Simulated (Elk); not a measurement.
A self-consistent single point of ZrGeS (P4/nmm, 6 atoms in the cell) with Elk.

Computed with PBEsol, spin-orbit coupling in second variation, all-electron FP-LAPW, Elk's shipped species files, APW+lo basis with extra local orbitals in Elk.

```xyz
6
Lattice="3.5484 0.0000 0.0000 0.0000 3.5484 0.0000 0.0000 0.0000 7.8724" Properties=species:S:1:pos:R:3 pbc="T T T"
Zr     0.0000     1.7742     5.7090
Zr     1.7742     0.0000     2.1634
Ge     1.7742     1.7742     0.0000
Ge     0.0000     0.0000     0.0000
S      0.0000     1.7742     2.9802
S      1.7742     0.0000     4.8922
```

Reference input (self-consistent single point, DFT, PBEsol, all-electron FP-LAPW, Elk's shipped species files, APW+lo basis with extra local orbitals): xctype = 22; rgkmax = 7.5; swidth = 0.00499791 Ha; ngridk = 7 7 3; gmaxvr = 16 1/bohr; nxlo = 2; lorbcnd = true; lmaxi = 2; maxscl = 100. This run's input differs from it in these lines:

```diff
@@ -5,2 +5,5 @@
   22
+
+spinorb
+  .true.
 
@@ -20,2 +23,5 @@
   2
+
+nempty
+  10
```

Log, with long lists cut:

```
│ Self-consistent loop started │
│ Loop number : 1 │
 total energy                :     -12204.7320326
 total moment                :  -0.1269555933E-18  0.1310313405E-18  0.3250502456E-20
│ Loop number : 2 │
 total energy                :     -12204.6028726
 total moment                :  -0.1081111815E-18  0.7330753939E-19  0.4875826435E-20
RMS change in Kohn-Sham potential (target) :   0.1919835038     (  0.1000000000E-05)
Absolute change in total energy (target)   :   0.1291600114     (  0.1000000000E-03)
│ Loop number : 3 │
 total energy                :     -12204.6258699
   [... lines left out ...]
 total energy                :     -12187.1444932
 total moment                :  -0.1315503274E-18  0.1968262299E-18 -0.6264821655E-20
RMS change in Kohn-Sham potential (target) :   0.3713573676E-06 (  0.1000000000E-05)
Absolute change in total energy (target)   :   0.1578312476E-03 (  0.1000000000E-03)
│ Loop number : 15 │
 total energy                :     -12187.1445212
 total moment                :  -0.1251993075E-18  0.1815780855E-18  0.1962189969E-20
RMS change in Kohn-Sham potential (target) :   0.2024118389E-06 (  0.1000000000E-05)
Absolute change in total energy (target)   :   0.1145545684E-04 (  0.1000000000E-03)
Convergence targets achieved

│ Loop number : 16 │

Energies :
 Fermi                       :     0.392607842561
 xc effective B-field        :    -0.119663720777E-08
 external B-field            :      0.00000000000
 total energy                :     -12187.1445296
 (external B-field energy excluded from total)

Density of states at Fermi energy :    33.85432248
 (states/Hartree/unit cell)

Estimated indirect band gap :   0.5762563368E-02
 from k-point      4 to k-point     14
Estimated direct band gap   :   0.1125511600E-01
 at k-point      4

Charges :
 core                        :    112.0000000
 valence                     :    64.00000000
 interstitial                :    9.283532248
 muffin-tins (core leakage)
  species :    1 (Zr)
   atom    1                 :    38.06232212     (  0.2899162407E-05)
   [... lines left out ...]
  species :    3 (S)
   atom    1                 :   0.3812577774E-20 -0.2311332023E-20  0.5454414049E-22
   atom    2                 :   0.3812577774E-20 -0.2311332023E-20  0.5454414049E-22
 total in muffin-tins        :   0.8000037864E-20  0.2292005979E-19  0.1132254900E-20
 total moment                :  -0.1118366400E-18  0.1428626143E-18  0.1132641307E-20

│ Self-consistent loop stopped │
```

The run converged in 16 iterations. The count includes the last loop, which Elk runs after its targets are met. 

The starting cell comes from a database of computed structures (which also holds hypothetical and non-ambient phases and stackings), without a prior relaxation at this level. Its lattice was rescaled by a random factor within 2.5 % of one. Values depend on the basis (sphere radii, cutoffs, local orbitals), which need not be converged. The log's line on a gap gives a spacing of levels on this mesh, which the program prints for metals too.

Cost on one core of a shared machine: roughly 3 min.
